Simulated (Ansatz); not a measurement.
For PdSn (model structure, started from the CoSn type, P6/mmm, No. 191, 6 atoms in the cell), LDA (Ansatz, a program for electronic structure, PAW) gives:

| Property | Result |
|---|---|
| lattice constant a | 5.570 Å |
| c axis length | 4.376 Å |
| bulk modulus | 127 GPa |
| cohesive energy | 4.96 eV/atom |

### Question
What does r²SCAN (PAW; Ansatz) give for the same quantities?

### Answer

- lattice constant a: 5.662 Å (goes up by 1.7 %)
- lattice parameter c: 4.438 Å (grows by 1.4 %)
- bulk modulus: 111 GPa (shrinks by 13 %)
- cohesive energy: 4.06 eV/atom (decreases by 0.90 eV/atom)

Changes are worked out from the printed values.

Unless a cell is named, each level is at its own relaxed cell (LDA 19.60, r²SCAN 20.54 Å³/atom).

Levels without +SOC leave out spin–orbit coupling, which shifts energies and cells of such heavy elements.

The crystal itself was run without spin with LDA, r²SCAN; a magnetic state was not tried in these runs.

Caveats: the bulk modulus is −V dP/dV from two relaxed cells at ±2 % in volume (LDA, r²SCAN). Ansatz's density-functional and Hartree–Fock values are scalar-relativistic unless marked +SOC, with PAW data made under PBE.

A model structure was made by putting elements into a prototype or built by hand; it is no filed structure, need not be a known phase, and can be a saddle point held by its symmetry.
